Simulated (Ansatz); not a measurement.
**GaN, thickness series**

The parent structure is GaN in the wurtzite structure (space group P6_3mc, No. 186).

```
CELL_PARAMETERS angstrom
      3.18312     0.00000     0.00000
     -1.59156     2.75667     0.00000
      0.00000     0.00000     5.18363
ATOMIC_POSITIONS crystal
  Ga 0.66667 0.33333 0.00099
  Ga 0.33333 0.66667 0.50099
  N  0.66667 0.33333 0.62421
  N  0.33333 0.66667 0.12421
```

Cartesian axes are those of the cell as printed.

Free-standing slabs (4 atom(s) a layer) normal to the y axis with 15 Å of vacuum; in-plane cell held at bulk.

Computed with Kohn–Sham DFT with the r2SCAN functional, run in Ansatz (a quantum-chemistry and plane-wave program) with PAW and 500 eV plane waves, spin-orbit coupling left out.

Notes on the quantities. excess energy per area of both faces: slab less bulk energy over the cell's area: twice a surface energy.

| case | gap character | change of the spacing d23 from its bulk value of 1.838 Å | excess energy per area of both faces | band gap |
|---|---|---|---|---|
| base | – | – | – | 2.35 eV |
| 1 layer | direct at Γ | – | – | 2.84 eV |
| 2 layers | indirect, Γ–X (38 % along) → Γ | +12.9 % | 3.40 J/m² | 2.28 eV |
| 3 layers | direct at Γ | +5.4 % | 3.67 J/m² | 1.99 eV |
| 4 layers | direct at Γ | +4.5 % | 3.72 J/m² | 1.97 eV |

The excess energy carries the mismatch between the slab's and the bulk's meshes. No phonon test of stability was made. Labels are those of the standard path for the cell's own space group.
